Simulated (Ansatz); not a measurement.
An Ansatz (an electronic-structure program) input (Ansatz, r2SCAN, PAW, cutoff 500 eV, scalar-relativistic without spin-orbit coupling):

Ansatz 0.2 input:
```yaml
crystal:
  lattice:
    - [2.8214958259, 0, 0]
    - [0, 2.8214958259, 0]
    - [0, 0, 26.9705929896]
  atoms:
    - { symbol: F, position: [0.25, -0.25, 0.2780806489] }
    - { symbol: Li, position: [0.75, 0.25, 0.2780806489] }
    - { symbol: F, position: [0.75, -0.75, 0.3520537659] }
    - { symbol: Li, position: [1.25, -0.25, 0.3520537659] }
    - { symbol: F, position: [1.25, -1.25, 0.426026883] }
    - { symbol: Li, position: [1.75, -0.75, 0.426026883] }
    - { symbol: F, position: [1.75, -1.75, 0.5] }
    - { symbol: Li, position: [2.25, -1.25, 0.5] }
    - { symbol: F, position: [2.25, -2.25, 0.573973117] }
    - { symbol: Li, position: [2.75, -1.75, 0.573973117] }
    - { symbol: F, position: [2.75, -2.75, 0.6479462341] }
    - { symbol: Li, position: [3.25, -2.25, 0.6479462341] }
    - { symbol: F, position: [3.25, -3.25, 0.7219193511] }
    - { symbol: Li, position: [3.75, -2.75, 0.7219193511] }
basis: { ecutwfc: 500, ecutrho_ratio: 4, xc_grid: 4, fft_grid_basis: typed }
kpoints: { mp_grid: { grid: [12, 12, 1] } }
hamiltonian:
  xc: r2scan
  dispersion: none
  pseudopotentials: { kind: paw }
scf: { occupations: { method: fermi_dirac, width: 0.05 }, convergence: { dr2_threshold: 0.0000000014 } }
relax: { f_tol: 0.01, max_steps: 50 }
output: { forces: true, stress: true }
checkpoint: { write: state.ck, write_every: 1000 }
```

Which symmetry and how many k-points will the program report, and about how many plane waves at Γ?

Space group P4/mmm (ITA 123) with 16 operations, k-points 28 of 144, and 5483 plane waves at Γ.

Whether these cells are dynamically stable was not tested. The cell was made from LiF in the rock salt structure (space group Fm-3m, No. 225) by this change: a free-standing slab of 7 layers (14 atoms, 2 a layer) is cut normal to the z axis, with 15 Å of vacuum and the in-plane cell held at bulk.
